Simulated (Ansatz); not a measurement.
Consider CdSe in the wurtzite structure (space group P6_3mc, No. 186; a = 4.248 Å, c = 6.941 Å).

Calculations: LDA in Ansatz (plane waves to 420 eV, PAW, scalar-relativistic without spin-orbit coupling).

One change was made to it. Results:

```csv
quantity,base,after
band gap,0.46 eV,0.49 eV
shortest interatomic distance,2.600 Å,2.588 Å
"valence-band top at Γ (three highest levels, from the VBM)","0.00, 0.00, -0.07 eV","0.00, 0.00, -0.07 eV"
```

**Question.** Name the change that was made.
(A) pressure −2 GPa
(B) pressure 30 GPa
(C) pressure 0.9 GPa

**Answer.** C, pressure 0.9 GPa. For comparison, the band gap in the other runs: pressure 30 GPa gives 0.10 eV; pressure −2 GPa gives 0.38 eV.

Load acts through the strain it causes; cell and atoms are relaxed under it. Stability against distortions was not tested. Measured, CdSe leaves this structure (for rock salt) near 2.72 GPa (temperature not stated; as listed in Datta, Sujoy, Jana, Debnarayan, arXiv (2020)), on rising pressure, with hysteresis. The zero or small gap of CdSe under pressure 30 GPa can change with the level of theory.

Ansatz is an electronic-structure program.
